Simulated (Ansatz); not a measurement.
**ZnO under a change: In on a Zn site**

Base system: a 16-atom supercell of ZnO in the wurtzite structure (space group P6_3mc, No. 186; a = 3.280 Å, c = 5.293 Å) at its relaxed geometry.

Perturbation: one Zn atom is replaced by In, atoms relaxed at fixed cell, starting from a slightly rattled geometry.

Method: PBE, PAW, 420 eV (Ansatz, a first-principles code; without spin-orbit coupling). Settings: 6×6×6 k-points, 0.01 eV Fermi–Dirac smearing.

| quantity | base | changed | shift |
|---|---|---|---|
| pressure | 0.0 GPa | 6.8 GPa | +6.8 GPa |
| mean distance from the defect site to its nearest host atoms | 2.00 Å | 2.11 Å | +0.11 Å |

Cost of the whole job for the changed cell (relaxation, final SCF and bands): roughly 60 core-minutes.

The magnetic state is the one reached from the starting moments; the real material's order can differ, and small cells can't hold many antiferromagnetic ones. In so small a cell the defect repeats every few ångströms: this is an ordered compound, not a dilute defect. A case with no gap was solved on a k-mesh chosen for an insulator, which is coarse for it. Starting moments died away, wholly or in part, for In on a Zn site; another magnetic solution may exist. The defect cell is spin-polarised and ends with 0.0 μB.
